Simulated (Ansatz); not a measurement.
Here is the system:

```
CELL_PARAMETERS angstrom
      2.97397     0.00000     0.00000
     -1.48698     2.57553     0.00000
      0.00000     0.00000     2.89512
ATOMIC_POSITIONS crystal
  W  0.00000 0.00000 0.00000
  C  0.66667 0.33333 0.50000
```

No spin polarisation.

All numbers come from plane-wave PAW DFT at the r2SCAN level (Ansatz, an electronic-structure program, 500 eV), no spin-orbit coupling, earlier PAW set. k-mesh 23×23×20 (Γ-centred); smearing 0.1 eV (Fermi–Dirac).

**Question.** Predict the pressure, band gap and space group.

**Answer.** Pressure (mean of the normal stresses, compression positive): -22.1 GPa
Band gap: zero
Space group: P-6m2 (No. 187)

The cells carry an imposed strain or load. No phonon test of stability was made. All final runs are without spin polarisation. The cell was made from WC (space group P-6m2, No. 187) by this change: isotropic strain +2.09 %.
